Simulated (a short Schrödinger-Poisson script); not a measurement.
## Gated Al0.2Ga0.8As/GaAs modulation-doped gas in a quantum well

System: gated Al0.2Ga0.8As/GaAs modulation-doped gas in a quantum well, at 300 K.

```tsv
layer	material	thickness (nm)	Nd (cm⁻³)	Na (cm⁻³)
1	Al0.2Ga0.8As	15	-	-
2	Al0.2Ga0.8As	30	4e17	-
3	Al0.2Ga0.8As	2	-	-
4	GaAs	15	-	-
5	Al0.2Ga0.8As	4000	-	1e15
```

Constants are typed, rounded textbook-type inputs, not results; the design itself was drawn at random and stands for no fabricated device. Al0.2Ga0.8As: permittivity 12.33, conduction-band edge (eV) 0.158, gap (eV) 1.673, electron mass (mₑ) 0.0836, Nv at 300 K (cm⁻³) 9e18. GaAs: permittivity 12.9, conduction-band edge (eV) 0, gap (eV) 1.424, Nv at 300 K (cm⁻³) 9e18.

Channel valleys (confinement mass, in-plane density-of-states mass, number): Γ 0.067, 0.067, 1. At the gate the conduction-band edge of layer 1 lies 0.91 eV − eVg above the Fermi level of the channel; the field vanishes at the back. Donor level 0.006 eV below the band edge. The barrier under the gate holds no holes. Gaps are held at their typed values at every temperature. Mesh 0.08 nm at interfaces.

From a short Schrödinger-Poisson script (our own, NumPy): 1D Poisson equation in equilibrium, electrons quantum, Hartree (BenDaniel-Duke, 40 states a valley, the channel's in-plane mass for all, wave functions free to enter the barrier), parabolic valleys, classical holes, donors ionised by Fermi statistics, acceptors fully, no traps, pinning or gate leakage.

```
Vg (V)  electrons (cm⁻²)  in the channel layer  C (μF/cm²)  Γ E0 (meV)  Γ E1 (meV)
------  ----------------  --------------------  ----------  ----------  ----------
0.5              2.44e11               2.24e11       0.214        30.4        76.1
0.4              1.39e11               1.31e11       0.178        45.7        91.2
0.3              4.73e10               4.51e10       0.126        74.5       119.9
0.2               3.98e9                3.82e9      0.0294       139.0       184.4
0.1               1.09e8                1.05e8     0.00942       232.0       277.3
0                 2.72e6                2.61e6     0.00922       327.5       372.7
```

Gate voltages with under 1e6 electrons/cm² are left out.

Subbands count from the Fermi level.
